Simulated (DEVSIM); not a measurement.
Device: abrupt Si n-p junction, at 400 K.

Layer 1 from the left is Si, thickness (μm) 77.0, Nd (cm⁻³) 4.3e17, τn (s) 1.6e-5, τp (s) 1.6e-5. Layer 2 from the left is Si, thickness (μm) 0.370, Na (cm⁻³) 1.5e15, τn (s) 1.6e-5, τp (s) 1.6e-5.

Left contact: ohmic. Right contact: ohmic. Voltage is applied to the left contact. Recombination: SRH at mid-gap, radiative. Mobility is constant in doping.

Constants are typed, rounded textbook-type inputs, not results; the design itself was drawn at random and stands for no fabricated device. Values at 300 K; Nc and Nv go as T^1.5, mobilities as T to minus their exponent, the gap by Varshni's rule with the affinity fixed.

Si: gap (eV) 1.124, affinity (eV) 4.05, permittivity 11.7, Nc (cm⁻³) 2.86e19, Nv (cm⁻³) 3.1e19, μn (cm²/Vs) 1417, μp (cm²/Vs) 470, T exponent of μn 2.3, T exponent of μp 2.2, B (cm³/s) 4.7e-15, Varshni α (eV/K) 0.000473, Varshni β (K) 636.

Simulated with DEVSIM: 1D drift-diffusion, Boltzmann statistics, complete ionisation; no tunnelling, impact ionisation, image-force lowering or self-heating.

Task: What does the simulation give for the dark forward voltage at 1 A/cm², the potential step across the device at zero bias, the largest field in the device at zero bias?

Result: dark forward voltage at 1 A/cm² 0.142 V; potential step across the device at zero bias 0.580 V; largest field in the device at zero bias 44000 V/cm.
